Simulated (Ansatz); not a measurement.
# GaSb, carrier doping

The parent structure is GaSb in the zinc blende structure (space group F-43m, No. 216; a = 6.134 Å).

Carriers are added at fixed cell with a uniform background; the Fermi–Dirac width is that of 300 K.

All numbers come from r2SCAN (Ansatz, a program for electronic structure; PAW; 500 eV plane waves; no SOC), earlier PAW set.

Notes on the quantities. Fermi level from band edge: Fermi level relative to the doped band's edge (positive inside the band; to 0.05 eV).

```tsv
hole density (10^21 cm⁻³)	Fermi level from band edge (eV)
1	0.35
3	?
5	0.85
10	1.15
```

### Question
Fit E_F = C n^s, fitted as a line in log–log form (a parabolic band gives s = 2/3) to the rows shown and predict the withheld row.

### Answer
Least squares on the printed values gives C = 0.35 eV, s = 0.52 (largest residual 0.03 eV); this predicts 0.63 eV, and the run gives 0.65 eV, in agreement.

Charged cell with a jellium background: band edges are those of the host's band count, energies are not comparable with the neutral cell, and many-body gap narrowing is missing. Stability against distortions was not tested.
